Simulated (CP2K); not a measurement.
**A self-consistent single point of MgB₂ (P6/mmm, 3 atoms in the cell) with CP2K**

Level of theory: PBE, GPW, DZVP-MOLOPT-SR-GTH basis, GTH-PBE potentials (GTH_POTENTIALS) (CP2K 2026.2).

Input as run:

```
&GLOBAL
  PROJECT calc
  RUN_TYPE ENERGY_FORCE
  PRINT_LEVEL LOW
&END GLOBAL
&FORCE_EVAL
  METHOD Quickstep
  STRESS_TENSOR ANALYTICAL
  &DFT
    BASIS_SET_FILE_NAME BASIS_MOLOPT
    POTENTIAL_FILE_NAME GTH_POTENTIALS
    &QS
      METHOD GPW
      EPS_DEFAULT 1E-10
    &END QS
    &MGRID
      CUTOFF 1000
      REL_CUTOFF 50
      NGRIDS 5
    &END MGRID
    &SCF
      SCF_GUESS ATOMIC
      EPS_SCF 1E-6
      MAX_SCF 100
      ADDED_MOS 4
      &DIAGONALIZATION
        ALGORITHM STANDARD
      &END DIAGONALIZATION
      &MIXING
        METHOD BROYDEN_MIXING
        ALPHA 0.3
        NBUFFER 12
        BETA 1
      &END MIXING
      &SMEAR ON
        METHOD FERMI_DIRAC
        ELECTRONIC_TEMPERATURE [K] 1160.45
      &END SMEAR
    &END SCF
    &KPOINTS
      SCHEME MONKHORST-PACK 13 13 10
      GAMMA_CENTERED T
    &END KPOINTS
    &XC
      &XC_FUNCTIONAL PBE
      &END XC_FUNCTIONAL
    &END XC
    &PRINT
      &MO
        EIGENVALUES T
        OCCUPATION_NUMBERS T
        NDIGITS 8
        FILENAME mo
        &EACH
          QS_SCF 0
        &END EACH
        ADD_LAST NUMERIC
      &END MO
      &MULLIKEN OFF
      &END MULLIKEN
    &END PRINT
  &END DFT
  &SUBSYS
    &CELL
      A 2.99721700 0.00000000 0.00000000
      B -1.49860800 2.59566600 0.00000000
      C 0.00000000 0.00000000 3.44552300
      PERIODIC XYZ
    &END CELL
    &COORD
      SCALED
      Mg       0.00000000     0.00000000     0.00000000
      B        0.66666700     0.33333300     0.50000000
      B        0.33333300     0.66666700     0.50000000
    &END COORD
    &KIND Mg
      BASIS_SET DZVP-MOLOPT-SR-GTH
      POTENTIAL GTH-PBE-q10
    &END KIND
    &KIND B
      BASIS_SET DZVP-MOLOPT-SR-GTH
      POTENTIAL GTH-PBE-q3
    &END KIND
  &END SUBSYS
  &PRINT
    &FORCES ON
    &END FORCES
    &STRESS_TENSOR ON
    &END STRESS_TENSOR
  &END PRINT
&END FORCE_EVAL
```

Output, abridged:

```
 GLOBAL| Method name                                                        CP2K
 GLOBAL| Project name                                                       calc
 GLOBAL| Run type                                                   ENERGY_FORCE

 TOTAL NUMBERS AND MAXIMUM NUMBERS

  Total number of            - Atomic kinds:                                   2
                             - Atoms:                                          3
                             - Shell sets:                                     3
                             - Shells:                                        15
                             - Primitive Cartesian functions:                 15
                             - Cartesian basis functions:                     37
                             - Spherical basis functions:                     35

  Maximum angular momentum of- Orbital basis functions:                        2
                             - Local part of the GTH pseudopotential:          2
                             - Non-local part of the GTH pseudopotential:      1

 SCF PARAMETERS         Density guess:                                    ATOMIC
                        max_scf:                                             100
                        max_diis:                                              4
                        eps_scf:                                        1.00E-06
                        eps_diis:                                       1.00E-01
                        eps_eigval:                                     1.00E-05
                        level_shift [a.u.]:                             0.000000
                        added MOs                                         4    0
                        Mixing method:                            BROYDEN_MIXING
                                                charge density mixing in g-space
                        Smear method:                                FERMI_DIRAC
                        Electronic temperature [K]:                       1160.5
                        Electronic temperature [a.u.]:                  3.67E-03
                        Accuracy threshold:                             1.00E-10
                        No outer SCF

 Extrapolation method: initial_guess

 Number of electrons:                                                         16
 Number of occupied orbitals:                                                  8
 Number of molecular orbitals:                                                12

 Number of orbital functions:                                                 35
 Number of independent orbital functions:                                     35

 SCF WAVEFUNCTION OPTIMIZATION

  Step     Update method      Time    Convergence         Total energy    Change
     1 NoMix/Diag. 0.30E+00      -     1.93718578       -69.5893330841 -6.96E+01
     2 Broy./Diag. 0.30E+00      -     0.08551583       -68.5799649937  1.01E+00
     3 Broy./Diag. 0.30E+00      -     0.29567127       -68.8856921142 -3.06E-01
     4 Broy./Diag. 0.30E+00      -     0.07642101       -68.9294049559 -4.37E-02
     5 Broy./Diag. 0.30E+00      -     0.04004497       -68.9816382835 -5.22E-02
     6 Broy./Diag. 0.30E+00      -     0.00481035       -68.9749465739  6.69E-03
     7 Broy./Diag. 0.30E+00      -     0.00214057       -68.9549659683  2.00E-02
   [... 2 lines left out ...]
    10 Broy./Diag. 0.30E+00      -     0.00004310       -68.9497360644 -1.87E-04
    11 Broy./Diag. 0.30E+00      -     0.00005890       -68.9497478989 -1.18E-05
    12 Broy./Diag. 0.30E+00      -     0.00000213       -68.9497528971 -5.00E-06
    13 Broy./Diag. 0.30E+00      -     0.00000270       -68.9497546108 -1.71E-06
    14 Broy./Diag. 0.30E+00      -     0.00000004       -68.9497565024 -1.89E-06

  *** SCF run converged in    14 steps ***

  Electronic density on regular grids:        -15.9999999827        0.0000000173
  Core density on regular grids:               15.9999999987       -0.0000000013
  Total charge density on r-space grids:        0.0000000160
  Total charge density g-space grids:           0.0000000160

  Overlap energy of the core charge distribution:               0.00000028199121
  Self energy of the core charge distribution:               -158.46558317526467
  Core Hamiltonian energy:                                     47.56600631084106
  Hartree energy:                                              52.85809473395732
  Exchange-correlation energy:                                -10.90750446701390
  Electronic entropic energy:                                  -0.00077018688361
  Fermi energy:                                                 0.32058853028004

  Total energy:                                               -68.94975650236361
  Total energy (extrapolated to T->0):                        -68.94937140892181

 ENERGY| Total FORCE_EVAL ( QS ) energy [hartree]            -68.949756665441782

 FORCES| Atomic forces [hartree/bohr]
 FORCES|   Atom     x               y               z               |f|
 FORCES|      1 -2.15546866E-14 -2.25775339E-14 -2.32112097E-15   3.13007533E-14
 FORCES|      2 -1.76964539E-06  1.08830874E-06  3.27207599E-16   2.07751311E-06
 FORCES|      3  1.76964540E-06 -1.08830874E-06 -5.64948339E-16   2.07751311E-06
 FORCES| Sum    -1.99293723E-14 -2.06823755E-14 -2.55886171E-15
 FORCES| Total atomic force                                       2.88355391E-14

 STRESS| Analytical stress tensor [bar]
 STRESS|                        x                   y                   z
 STRESS|      x        1.80334233300E+05  -6.18254804277E+02  -3.04773877102E-08
 STRESS|      y       -6.18254804277E+02   1.79619902548E+05  -5.96508050997E-08
 STRESS|      z       -3.04773877102E-08  -5.96508050997E-08   1.17080083638E+05
 STRESS| 1/3 Trace                                             1.59011406496E+05
```

The run converged in 14 iterations.

The starting cell comes from a database of computed structures (which also holds hypothetical and non-ambient phases and stackings), without a prior relaxation at this level. Its lattice was rescaled by a random factor within 2.5 % of one. Values carry the incompleteness of an atom-centred basis. With a pressure of about 16 GPa the cell is away from its equilibrium volume at this level.

Cost on one core of a shared machine: roughly 2 min.
